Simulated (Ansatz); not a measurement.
# CdS, alloy series

Take CdS in the wurtzite structure (space group P6_3mc, No. 186; a = 4.164 Å, c = 6.767 Å) as the base.

The other end (x = 1) is ZnS in the wurtzite structure (space group P6_3mc, No. 186): 19.59 Å³/atom, gap 2.78 eV.

Zn replaces a fraction x of Cd; each row is one arrangement (x, atoms in the cell, starting space group or random), fully relaxed.

The values are results of r2SCAN (Ansatz, a quantum-chemistry and plane-wave program), no spin-orbit coupling, not measurements.

| Zn fraction x | volume per atom (Å³/atom) |
|---|---|
| 0 | 25.399 |
| 0.333 (P31m, 12 atoms) | 23.310 |
| 0.667 (P6_3mc, 12 atoms) | ? |
| 0.75 (P3m1, 8 atoms) | 20.935 |
| 1 | 19.587 |

Q: Fit V(x) = (1 − x) V(0) + x V(1) − b x(1 − x) with the ends held (b = 0 is Vegard's rule) to the rows shown and predict the withheld row.

A: Least squares on the printed values gives b = 0.64 Å³/atom, against 21.522 Å³/atom from the straight line alone (largest residual 0.014 Å³/atom); this predicts 21.381 Å³/atom, and the run gives 21.409 Å³/atom, 0.028 higher.

Each cell is one ordered arrangement of few atoms, which overstates ordering effects compared with a random alloy. Whether these cells are dynamically stable was not tested.
